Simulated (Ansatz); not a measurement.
# TaF5 (C2/m, No. 12)

Computed with PBEsol (Ansatz, a first-principles code, plane waves, PAW).

Numerical settings: plane-wave cutoff 500 eV, 6×6×8 k mesh (along the axes of the cell as run), gaussian smearing 0.02 eV, scalar-relativistic PAW data made under PBE.

Cell (relaxed at this level):

```cif
data_F40Ta8
_chemical_formula_sum 'F40 Ta8'
_space_group_name_H-M_alt 'C2/m'
_space_group_IT_number 12
_space_group_name_Hall '-C 2y'
_cell_length_a 10.30320
_cell_length_b 15.05674
_cell_length_c 5.65138
_cell_angle_alpha 90.000
_cell_angle_beta 93.380
_cell_angle_gamma 90.000
loop_
_atom_site_label
_atom_site_type_symbol
_atom_site_symmetry_multiplicity
_atom_site_Wyckoff_symbol
_atom_site_fract_x
_atom_site_fract_y
_atom_site_fract_z
_atom_site_occupancy
F1 F 4 i 0.30525 0.00000 0.59261 1
F2 F 4 i 0.13636 0.00000 0.00215 1
F3 F 8 j 0.11459 0.27556 0.38623 1
F4 F 8 j 0.11584 0.09231 0.38764 1
Ta1 Ta 4 i 0.24776 0.00000 0.27259 1
F5 F 8 j 0.35301 0.09141 0.18486 1
Ta2 Ta 4 h 0.50000 0.30535 0.50000 1
F6 F 8 j 0.40771 0.32558 0.21124 1
```
(The calculation used a cell of 24 atoms; values per cell refer to that cell.)

| Property | Result |
|---|---|
| band gap | 5.80 eV (on the SCF k mesh) |

Note: the relaxation could not lower the start's symmetry, so the cell can be a saddle point above a distorted one; the volume lies 28 % above that of the published cell.

Spin–orbit coupling is not included.

Static lattice: no zero-point or thermal effects.
